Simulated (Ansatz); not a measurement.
The starting structures come from a database of crystals and need not be the phases stable at ambient conditions.

Crystal: LaF₃ (P-3c1, not sure to be the ambient phase, 24 atoms a cell, 13.6 Å³ an atom); planes in its conventional cell.

Calculation: r2SCAN (plane waves, PAW; Ansatz, an electronic-structure program).

No gap correction and no spin-orbit coupling; mid-gap values are interpolated between computed energies.

```csv
plane,area of the cell (Å²),mid-gap κ (1/Å),largest κ in the gap (1/Å)
(001),44.5,0.53,0.54
(100),52.5,?,?
```

Task: The slowest decay depends on the direction. Supply the withheld values.

Result: 
- (100), mid-gap κ (1/Å): 0.57
- (100), largest κ in the gap (1/Å): 0.57
